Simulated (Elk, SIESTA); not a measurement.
An Elk input for a self-consistent single point of NbZn3 (Pm-3m, 4 atoms in the cell) (DFT, PBEsol, all-electron FP-LAPW, Elk's shipped species files, LAPW+lo basis):

```
tasks
  0

xctype
  22

rgkmax
  8.0

gmaxvr
  14.0

nxoapwlo
  1

stype
  3

swidth
  0.00367493

avec
    7.2410147698    0.0000000000    0.0000000000
    0.0000000000    7.2410147698    0.0000000000
    0.0000000000    0.0000000000    7.2410147698

atoms
  2   : nspecies
  'Nb.in'   : spfname
  1   : natoms; atposl, bfcmt below
  0.0000000000  0.0000000000  0.0000000000    0.0 0.0 0.0
  'Zn.in'   : spfname
  3   : natoms; atposl, bfcmt below
  0.5000000000  0.0000000000  0.5000000000    0.0 0.0 0.0
  0.0000000000  0.5000000000  0.5000000000    0.0 0.0 0.0
  0.5000000000  0.5000000000  0.0000000000    0.0 0.0 0.0

ngridk
  7 7 7
```

Task: Write the same calculation as an input for SIESTA.

Result: One input that does it (others would too):

```
# files in the folder: Nb.psml Zn.psml (PseudoDojo PBEsol standard)
SystemName  NbZn3
SystemLabel NbZn3

NumberOfAtoms                4
NumberOfSpecies              2
%block ChemicalSpeciesLabel
  1 41 Nb
  2 30 Zn
%endblock ChemicalSpeciesLabel
LatticeConstant              1.0 Ang
%block LatticeVectors
     3.831780000    0.000000000    0.000000000
     0.000000000    3.831780000    0.000000000
     0.000000000    0.000000000    3.831780000
%endblock LatticeVectors
AtomicCoordinatesFormat      Bohr
%block AtomicCoordinatesAndAtomicSpecies
     0.000000000    0.000000000    0.000000000  1
     3.620507385    0.000000000    3.620507385  2
     0.000000000    3.620507385    3.620507385  2
     3.620507385    3.620507385    0.000000000  2
%endblock AtomicCoordinatesAndAtomicSpecies

XC.functional                GGA
XC.authors                   PBEsol
PAO.BasisSize                DZP
PAO.EnergyShift              0.01 Ry
MeshCutoff                   350 Ry
%block kgrid.MonkhorstPack
    7   0   0  0.0
    0   7   0  0.0
    0   0   7  0.0
%endblock kgrid.MonkhorstPack
OccupationFunction           FD
ElectronicTemperature        100.0 meV

MaxSCFIterations             150
SCF.Mixer.Method             Pulay
SCF.Mixer.Weight             0.2
SCF.Mixer.History            8
SCF.DM.Tolerance             1.0E-05
Diag.ParallelOverK           true
WriteForces                  true
```

Basis settings and potentials, where a program has them, do not carry over. This input uses DFT, GGA PBEsol, numerical atomic orbitals DZP, PseudoDojo PBEsol standard norm-conserving potentials (rewritten from UPF to PSML).

The starting cell comes from a database of computed structures (which also holds hypothetical and non-ambient phases and stackings), without a prior relaxation at this level. For this run, on top of that: lattice scaled by 0.98.
